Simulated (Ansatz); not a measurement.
OH on the 1x1 (111) surface of fcc Ni, ferromagnetic, one in a 2x2 cell, energies for each (21.5 Å²). Energies are against H2O(g) − ½ H2(g), without zero-point or thermal terms; each row is named by its start.

All values below come from PBE (plane waves to 420 eV, PAW; Ansatz, an electronic-structure program).

Model: 18-atom slab, 6.0 Å thick at the start under the adsorbate (thin: gaps and levels are the slab's own), 7x7x1 mesh, Fermi-Dirac 0.1 eV, dipole correction, 8 atoms held, the rest relaxed; each run with such symmetry as its start has; spin-polarised, no spin-orbit, no U, no dispersion correction.

A negative adsorption energy means that the adsorbate is more stable on the surface than in its reference. Heights count from the host atoms within 0.3 Å of the top one.

```json
[
 {"starting site": "top Ni", "E_ads (eV)": "0.08", "height (Å)": "1.58", "nearest host atom (Å)": "Ni 1.95", "bonded to": "2 Ni", "Δ work function (eV)": "-0.62", "lateral drift (Å)": "1.2", "moment (μB)": "10.7"},
 {"starting site": "hollow Ni-Ni-Ni over Ni at depth 2.0 Å", "E_ads (eV)": "0.08", "height (Å)": "…", "nearest host atom (Å)": "Ni 1.99", "bonded to": "3 Ni", "Δ work function (eV)": "-1.98", "lateral drift (Å)": "0.0", "moment (μB)": "10.9"},
 {"starting site": "hollow Ni-Ni-Ni over Ni at depth 4.0 Å", "E_ads (eV)": "…", "height (Å)": "1.35", "nearest host atom (Å)": "Ni 1.98", "bonded to": "3 Ni", "Δ work function (eV)": "-2.01", "lateral drift (Å)": "0.0", "moment (μB)": "10.8"},
 {"starting site": "bridge Ni-Ni (span 2.5 Å)", "E_ads (eV)": "0.08", "height (Å)": "…", "nearest host atom (Å)": "Ni 1.95", "bonded to": "2 Ni", "Δ work function (eV)": "-0.62", "lateral drift (Å)": "0.1", "moment (μB)": "10.7"}
]
```

### Question
What belongs in the gaps?

### Answer

- hollow Ni-Ni-Ni over Ni at depth 2.0 Å, height (Å): 1.38
- hollow Ni-Ni-Ni over Ni at depth 4.0 Å, E_ads (eV): -0.04
- bridge Ni-Ni (span 2.5 Å), height (Å): 1.57
